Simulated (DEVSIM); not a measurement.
**abrupt Si n-p junction**

Structure: abrupt Si n-p junction, at 300 K.

```csv
layer (left to right),material,thickness (μm),Nd (cm⁻³),Na (cm⁻³),τn (s),τp (s)
1,Si,4.70,1.2e17,-,6.5e-5,1.9e-5
2,Si,0.380,-,5.6e14,6.5e-5,6.5e-5
```

Left contact: ohmic. Right contact: ohmic. Voltage is applied to the left contact. Recombination: SRH at mid-gap, radiative, Auger. Gap narrowing is on: ΔEg = 6.92 meV × (l + √(l² + 0.5)), l = ln(N/1.3e17 cm⁻³), shared equally by both band edges. Mobility is constant in doping.

This is a model device: material constants are rounded textbook-type values typed into the input, and sizes, dopings and lifetimes were drawn at random. Values at 300 K.

```csv
parameter,Si
gap (eV),1.124
affinity (eV),4.05
permittivity,11.7
Nc (cm⁻³),2.86e19
Nv (cm⁻³),3.1e19
μn (cm²/Vs),1417
μp (cm²/Vs),470
B (cm³/s),4.7e-15
Cn (cm⁶/s),2.8e-31
Cp (cm⁶/s),9.9e-32
```

DEVSIM, 1D drift-diffusion, Boltzmann statistics, complete ionisation; no tunnelling, impact ionisation, image-force lowering or self-heating.

The potential step across the device at zero bias comes out as 0.698 V and the largest field in the device at zero bias is 24000 V/cm. The dark forward voltage at 1 A/cm² comes out as 0.392 V and the dark forward voltage at 100 A/cm² is 0.545 V.

Dark reverse current:

| V (V) | J (A/cm²) |
|---|---|
| 0.10 | 8.6e-7 |
| 0.25 | 1.1e-6 |
| 0.50 | 1.4e-6 |
| 0.75 | 1.7e-6 |
| 1.00 | 2.0e-6 |
| 1.50 | 2.5e-6 |
| 2.00 | 3.1e-6 |
| 2.50 | 3.7e-6 |
| 3.25 | 4.5e-6 |
| 4.00 | 5.3e-6 |
| 5.00 | 6.4e-6 |

Small-signal capacitance in reverse bias (quasi-static):

| V (V) | C (nF/cm²) |
|---|---|
| 0.1 | 26.9 |
| 0.25 | 26.6 |
| 0.5 | 26.2 |
| 0.75 | 25.9 |
| 1 | 25.7 |
| 1.5 | 25.2 |
| 2 | 24.8 |
| 2.5 | 24.5 |
| 3.25 | 23.9 |
| 4 | 23.4 |
| 5 | 22.8 |
